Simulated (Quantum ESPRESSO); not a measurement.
Quantum ESPRESSO run on V (Im-3m, 1 atom in the cell): self-consistent single point.

Method of the run: PBE, PseudoDojo standard norm-conserving (PBE) pseudopotentials (plane waves; Quantum ESPRESSO).

The change in words: lattice scaled by 0.98; K_POINTS: automatic 15 15 15 0 0 0 → automatic 27 27 27 0 0 0. Reference geometry:
```yaml
crystal:
  lattice:
    - [1.50743, 1.50743, 1.50743]
    - [-1.50743, 1.50743, 1.50743]
    - [-1.50743, -1.50743, 1.50743]
  atoms:
    - { symbol: V, position: [0.00000, 0.00000, 0.00000] }
```

Reference input (self-consistent single point, DFT, PBE, plane waves, PseudoDojo standard norm-conserving (PBE) pseudopotentials): ecutwfc = 85 Ry; occupations = smearing; smearing = gaussian; degauss = 0.0073499 Ry; potentials = {V: V.upf}; K_POINTS = automatic 15 15 15 0 0 0; conv_thr = 1e-11 Ry. This run's input differs from it in these lines:

```diff
@@ -10,3 +10,3 @@
    ibrav = 3
-   celldm(1) = 5.697240807
+   celldm(1) = 5.583294101
    nat = 1
@@ -26,3 +26,3 @@
 K_POINTS {automatic}
-15 15 15  0 0 0
+27 27 27  0 0 0
```

Output, abridged:

```
     Self-consistent Calculation

     iteration #  1     ecut=    85.00 Ry     beta= 0.70

     Threshold (ethr) on eigenvalues was too large:
     Diagonalizing with lowered threshold

     total energy              =    -147.59222103 Ry
     estimated scf accuracy    <       0.06098820 Ry

     iteration #  2     ecut=    85.00 Ry     beta= 0.70

     total energy              =    -147.60971463 Ry
     estimated scf accuracy    <       0.03487400 Ry

     iteration #  3     ecut=    85.00 Ry     beta= 0.70

     total energy              =    -147.61665138 Ry
     estimated scf accuracy    <       0.00008163 Ry

   [... 6 blocks of this kind left out ...]

     iteration # 10     ecut=    85.00 Ry     beta= 0.70

     total energy              =    -147.61670684 Ry
     estimated scf accuracy    <          3.0E-11 Ry

     iteration # 11     ecut=    85.00 Ry     beta= 0.70
     End of self-consistent calculation

     Number of k-points >= 100: set verbosity='high' to print the bands.

     the Fermi energy is    17.5273 ev

!    total energy              =    -147.61670684 Ry
     estimated scf accuracy    <          1.7E-12 Ry
     smearing contrib. (-TS)   =      -0.00062330 Ry
     internal energy E=F+TS    =    -147.61608354 Ry

     convergence has been achieved in  11 iterations

     Forces acting on atoms (cartesian axes, Ry/au):

     atom    1 type  1   force =     0.00000000    0.00000000    0.00000000

     Total force =     0.000000     Total SCF correction =     0.000000

          total   stress  (Ry/bohr**3)                   (kbar)     P=       85.14
   0.00057874   0.00000000  -0.00000000           85.14        0.00       -0.00
   0.00000000   0.00057874   0.00000000            0.00       85.14        0.00
  -0.00000000   0.00000000   0.00057874           -0.00        0.00       85.14

   JOB DONE.
```

The run converged in 11 iterations. Against the reference run the free energy goes up by 13.9 meV/atom and the pressure goes from -3.34 to 8.51 GPa.

The starting cell has typed, rounded lattice constants, without a prior relaxation at this level. Its lattice was rescaled by up to half a per cent. For this run, on top of that: lattice scaled by 0.98. Spin polarisation is off. With a pressure of about 9 GPa the cell is away from its equilibrium volume at this level.

Cost on one core of a shared machine: roughly 80 s.
